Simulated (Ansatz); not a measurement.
## MnP-type NiSi (1 1 0) on 3C silicon carbide (1 1 1) (film strained to the substrate, faces as cut)

A periodic stack without vacuum, MnP-type NiSi (1 1 0) on 3C silicon carbide (1 1 1) (film strained to the substrate, faces as cut): substrate slab C24Si24, film Ni16Si16, surface cells [[-2, 1], [0, -2]] and [[1, 0], [0, 1]], film strained by -4.5 and +0.4 %, faces C/Si and Si/Si as cut (like faces can put a slab off its formula).

The start was prepared with a machine-learned potential, and the result is one local minimum, with the in-plane cell held and forces under 0.04 eV/Å; the film can end far from its bulk form.

These are PBE (plane waves to 420 eV, PAW; Ansatz, a program for electronic structure) values and carry that method's errors. Spin–orbit coupling is left out; the runs are not spin-polarised; PBE gaps are too small against experiment. Its k-point mesh 5×4×1, Fermi–Dirac width 0.05 eV.

```
Quantity                                                                                                                  Value
--------------------------------------------------------------------------------  ---------------------------------------------
interface area                                                                                                          33.2 Å²
period                                                                                                                  27.24 Å
gaps between the outermost planes at the two interfaces                                                         1.14 and 0.40 Å
C–Si contacts across the interfaces within 1.22 times the sum of covalent radii                                  7, mean 1.89 Å
C–Ni contacts across the interfaces within 1.22 times the sum of covalent radii                                  7, mean 1.98 Å
Ni–Si contacts across the interfaces within 1.22 times the sum of covalent radii                                 7, mean 2.44 Å
Si–Si contacts across the interfaces within 1.22 times the sum of covalent radii                                 3, mean 2.43 Å
estimate of the barrier                                                           withheld, since the two interfaces are unlike
slope of the mean potential energy in the substrate                                                              -4.9 MV/cm × e
```

```xyz
80
Lattice="5.3642 -0.0001 -0.0825 -0.0009 6.1935 -0.1071 -2.7055 -3.5958 27.3470" Properties=species:S:1:pos:R:3 pbc="T T T"
C      1.2663     5.2562     0.0971
C      1.0941     1.9648     0.1712
C      3.7852     3.5541     0.0205
C      3.8334     0.5027     0.1675
C      2.9515     2.1079     2.6377
C      2.9454     5.1963     2.5928
C      0.2669     0.5523     2.7326
C      0.2555     3.6457     2.6373
C      4.7716     5.2376     5.0960
C      4.7704     2.1456     5.1484
C      2.0876     3.6915     5.1534
C      2.0968     0.5959     5.2080
C      1.2372     2.1837     7.7147
C      1.2415    -0.9092     7.7715
C      3.9157     0.6384     7.7228
C      3.9115     3.7385     7.6705
C      3.0522    -0.8573    10.3242
C      3.0500     2.2335    10.2399
C      0.3928     3.7751    10.2044
C      0.3874     0.6745    10.2773
C     -0.4780     2.2508    12.7114
C     -0.4547    -0.8448    12.8059
C      2.1772     0.7575    12.8701
C      2.2042     3.8276    12.8106
Si     3.8135     3.6523     1.9258
Si     3.8384     0.5358     2.0351
Si     1.1576     2.0837     2.0338
Si     1.1441     5.1887     1.9946
Si     0.2947     0.5840     4.6137
Si     0.2878     3.6798     4.5398
Si     2.9755     5.2258     4.4809
Si     2.9770     2.1370     4.5275
Si     2.1183     3.7236     7.0420
Si     2.1239     0.6270     7.0946
Si    -0.5655     2.1779     7.1219
Si    -0.5632     5.2722     7.0689
Si     3.9423     0.6706     9.6178
Si     3.9384     3.7748     9.5651
Si     1.2729    -0.8761     9.6564
Si     1.2667     2.2119     9.5973
Si     0.4273     3.7980    12.0735
Si     0.4119     0.6979    12.1600
Si     3.0737     2.2724    12.1356
Si     3.0773    -0.8209    12.2449
Si     1.8885     1.1656    14.7543
Si     2.1685     3.7138    14.7754
Si    -0.3503    -1.2256    14.6385
Si    -0.2457     2.5655    14.5314
Ni    -1.7050     2.2321    16.1450
Ni    -0.7528    -0.0720    17.9550
Ni     1.2334    -0.8025    16.2064
Ni     1.8334     3.1406    17.6677
Si     0.5098     1.4383    16.9004
Si     2.3612    -0.7600    18.2717
Si     3.4469    -0.1811    15.9632
Si    -0.3409    -2.3364    17.3959
Ni    -1.5045    -2.1768    19.3867
Ni    -0.7824     1.9133    20.6922
Ni     1.1941     1.0148    19.2241
Ni     1.9113    -1.1205    20.6403
Si     0.7183     3.3008    19.6968
Si     2.3956     1.2181    21.1816
Si     3.3554     1.7419    18.6251
Si    -0.2827    -0.4049    20.2381
Ni    -1.4867    -0.2438    22.1888
Ni    -0.7451    -2.3897    23.7150
Ni     1.2423     2.9874    22.1349
Ni     1.9567     0.7940    23.4913
Si     0.6627    -0.9078    22.5576
Si     2.5067     2.9686    24.1276
Si    -1.9494    -2.5422    21.7638
Si    -0.2832     1.5502    23.0766
Ni    -1.3055     1.7015    25.1192
Ni    -0.8712     0.0024    26.8157
Ni     1.3960    -1.4085    24.6256
Ni     2.1684     1.5363    26.9228
Si     0.7640     0.6609    25.4329
Si     2.0105    -1.6225    26.8114
Si    -1.8086    -0.5763    24.6588
Si    -0.6002    -3.0195    26.8721
```
